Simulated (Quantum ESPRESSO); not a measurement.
What a tighter setting buys: K_POINTS, ZnCu (Cmmm, 2 atoms in the cell)

```yaml
crystal:
  lattice:
    - [1.45977, -2.08098, 0.00000]
    - [1.45977, 2.08098, 0.00000]
    - [0.00000, 0.00000, 4.06208]
  atoms:
    - { symbol: Zn, position: [0.50000, 0.50000, 0.50000] }
    - { symbol: Cu, position: [0.00000, 0.00000, 0.00000] }
```

Method of the run: LDA (PZ), PSlibrary ultrasoft (LDA) pseudopotentials (plane waves; Quantum ESPRESSO).

Base settings: ecutwfc = 55 Ry; ecutrho = 330 Ry; occupations = smearing; smearing = marzari-vanderbilt; degauss = 0.0073499 Ry; potentials = {Zn: Zn.pz-dn-rrkjus_psl.1.0.0.UPF, Cu: Cu.pz-dn-rrkjus_psl.1.0.0.UPF}; K_POINTS = automatic 15 15 9 0 0 0; conv_thr = 1e-09 Ry; mixing_beta = 0.7.

Misses are taken against the tightest run, automatic 27 27 16 0 0 0, which need not be fully converged itself. The energy is the free energy per atom.

The count of work is k-points × plane waves × bands × iterations; it is no time, and leaves out set-up, grids and terms that scale otherwise. Core times come from one kind of shared machine and are given to one figure; runs under 30 s give none.

The starting cell comes from a database of computed structures (which also holds hypothetical and non-ambient phases and stackings), without a prior relaxation at this level. Its lattice was rescaled by a random factor within 2.5 % of one. Spin polarisation is off. In the base run, with a pressure of about -7 GPa the cell is away from its equilibrium volume at this level.

| K_POINTS | energy less reference (meV/atom) | pressure less reference (GPa) | count of work / reference | core time / reference (rough) |
|---|---|---|---|---|
| automatic 3 3 2 0 0 0 | -52.23 | -0.83 | 0.0045 | – |
| automatic 4 4 3 0 0 0 | -56.64 | -0.17 | 0.0079 | – |
| automatic 5 5 3 0 0 0 | 26.18 | 0.26 | 0.011 | – |
| automatic 6 6 4 0 0 0 | -8.73 | 0.17 | 0.022 | – |
| automatic 8 8 5 0 0 0 | -12.47 | 0.03 | 0.036 | – |
| automatic 9 9 6 0 0 0 | -2.04 | 0.08 | 0.057 | – |
| automatic 11 11 7 0 0 0 | -4.25 | -0.02 | 0.081 | – |
| automatic 13 13 8 0 0 0 | -2.98 | -0.14 | 0.15 | 0.2 |
| automatic 15 15 9 0 0 0 | 1.45 | 0.04 | 0.18 | 0.3 |
| automatic 22 22 13 0 0 0 | 0.36 | 0.02 | 0.53 | 1 |
| automatic 27 27 16 0 0 0 | 0.00 | 0.00 | 1.0 | 1 |

Coarsest setting among those run that, with all tighter ones, holds the energy within 20 meV/atom of the reference: automatic 6 6 4 0 0 0, off by 8.7 meV/atom; it needs 0.022 of the reference's count of work.

Coarsest setting among those run that, with all tighter ones, holds the energy within 5 meV/atom of the reference: automatic 9 9 6 0 0 0, off by 2.0 meV/atom; it needs 0.057 of the reference's count of work.

Smallest miss in the energy for at most 0.05 times the reference's count of work: automatic 6 6 4 0 0 0, with a miss of 8.7 meV/atom at a count of 0.022.

The step from automatic 5 5 3 0 0 0 to automatic 9 9 6 0 0 0: it takes the miss in the energy from 26 to 2.0 meV/atom, for 5.0 times the count of work.

Left out of this page: 1 run of the series failed or unconverged.
